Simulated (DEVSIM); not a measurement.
## abrupt Si p-n junction

Structure: abrupt Si p-n junction, at 300 K.

```tsv
layer (left to right)	material	thickness (μm)	Nd (cm⁻³)	Na (cm⁻³)	τn (s)	τp (s)
1	Si	15.0	-	2.7e17	1.6e-8	5.4e-7
2	Si	23.0	3.4e15	-	5.4e-7	5.4e-7
```

Left contact: ohmic. Right contact: ohmic. Voltage is applied to the left contact. Recombination: SRH at mid-gap. Gap narrowing is on: ΔEg = 6.92 meV × (l + √(l² + 0.5)), l = ln(N/1.3e17 cm⁻³), shared equally by both band edges. Mobility is constant in doping.

Constants are typed, rounded textbook-type inputs, not results; the design itself was drawn at random and stands for no fabricated device. Values at 300 K.

| parameter | Si |
|---|---|
| gap (eV) | 1.124 |
| affinity (eV) | 4.05 |
| permittivity | 11.7 |
| Nc (cm⁻³) | 2.86e19 |
| Nv (cm⁻³) | 3.1e19 |
| μn (cm²/Vs) | 1417 |
| μp (cm²/Vs) | 470 |

DEVSIM, 1D drift-diffusion, Boltzmann statistics, complete ionisation; no tunnelling, impact ionisation, image-force lowering or self-heating.

The potential step across the device at zero bias is 0.761 V and the largest field in the device at zero bias is 35000 V/cm. The dark forward voltage at 1 A/cm² is 0.622 V and the dark forward voltage at 100 A/cm² is 0.808 V.

Small-signal capacitance in reverse bias (quasi-static):

```csv
V (V),C (nF/cm²)
-0.2,17.7
-0.5,15.2
-1,12.8
-1.5,11.2
-2,10.1
-3,8.67
-4,7.69
-5,6.99
-6.5,6.22
-8,5.66
-10,5.10
```

Dark reverse current:

| V (V) | J (A/cm²) |
|---|---|
| -0.20 | -1.9e-8 |
| -0.50 | -3.7e-8 |
| -1.00 | -6.2e-8 |
| -1.50 | -8.1e-8 |
| -2.00 | -9.9e-8 |
| -3.00 | -1.3e-7 |
| -4.00 | -1.5e-7 |
| -5.00 | -1.8e-7 |
| -6.50 | -2.1e-7 |
| -8.00 | -2.3e-7 |
| -10.00 | -2.7e-7 |
